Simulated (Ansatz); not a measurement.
The starting structures come from a database of crystals and need not be the phases stable at ambient conditions.

By PBEsol, the system below comes out a metal.

The ballistic (Sharvin) conductance counts the channels at the Fermi level: G/A = (e²/h) × channels of both spins per area.

Consider the following.

```
CELL_PARAMETERS angstrom
      4.49530     0.00000     0.00000
      1.61047     4.19692     0.00000
      1.44242    -2.09846     2.55115
ATOMIC_POSITIONS crystal
  Ta 0.00000 0.00000 0.00000
  Ni 0.50000 0.50000 0.00000
  Ni 0.75000 0.75000 0.50000
  Ni 0.25000 0.25000 0.50000
```

Space group of this cell: Fmmm. The cell is taken as given; by PBEsol its mean pressure is -2.6 GPa.

The current flows along the normal of the first two printed cell vectors. No spin-orbit coupling; the value is a mean over 0.1 eV about the Fermi level.

Task: Estimate the ballistic conductance per area that PBEsol (Ansatz, a first-principles code) returns for this system.

Result: 0.61 × 10¹⁵ S/m² for both spins.
